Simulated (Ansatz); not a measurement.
## Hypothetical Pm-3m VN: pressure series

Consider VN (space group Pm-3m, No. 221; a = 3.901 Å; a hypothetical phase, not in the database extracts checked).

Cell and atoms are relaxed at each pressure.

All numbers come from PBEsol (Ansatz, an electronic-structure program), scalar-relativistic without spin-orbit coupling.

```tsv
pressure (GPa)	volume per atom (Å³/atom)
-2	9.965
-1	9.930
0	9.895
0.3	9.885
0.7	9.872
1.5	9.845
3	?
5	9.731
10	9.580
```

Task: Fit the third-order Birch–Murnaghan form P(V) = (3B₀/2)[(V₀/V)^(7/3) − (V₀/V)^(5/3)]·[1 + (3/4)(B₀′ − 4)((V₀/V)^(2/3) − 1)] (squares taken in P) to the rows shown and predict the withheld row.

Result: Least squares on the printed values gives V₀ = 9.895 Å³/atom, B₀ = 289 GPa, B₀′ = 4.1; this predicts 9.795 Å³/atom, and the run gives 9.795 Å³/atom, in agreement.

Load acts through the strain it causes; cell and atoms are relaxed under it. Whether these cells are dynamically stable was not tested. No other phases were tried under pressure. Starting moments died away, wholly or in part, for the base; another magnetic solution may exist. All final runs are without spin polarisation.
